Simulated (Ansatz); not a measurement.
System: A15 Mo3Si. Method: LDA (plane waves, PAW; Ansatz, a first-principles code).

Settings: plane-wave cutoff 500 eV, 8×8×8 k mesh, Fermi–Dirac smearing 0.05 eV, no spin polarisation, scalar-relativistic PAW data made under PBE.

Computed at the level's own relaxed cell.

### Question
What does this level give for the equilibrium volume per atom and lattice parameter a?

### Answer

* **equilibrium volume per atom**: 14.12 Å³/atom
* **lattice parameter a**: 4.834 Å

Measured, for comparison: lattice constant a 4.889 Å (temperature not stated, copied from a table, unchecked, no zero-point or thermal correction; as tabulated in Dopovidi Akademii Nauk Ukrains'koi RSR, Seriya A: Fiziko-Tekhnichni ta Matematichni Nauki 1970, 553 (1970)). Computed (rounded) less measured: lattice constant a not scored (unchecked). A static lattice is as a rule a little smaller and stiffer than an uncorrected measurement, which narrows the difference in the lattice constant a and would widen misses of the other sign.

Computed values are for the static lattice.

The result took very roughly 2.0 core-minutes.
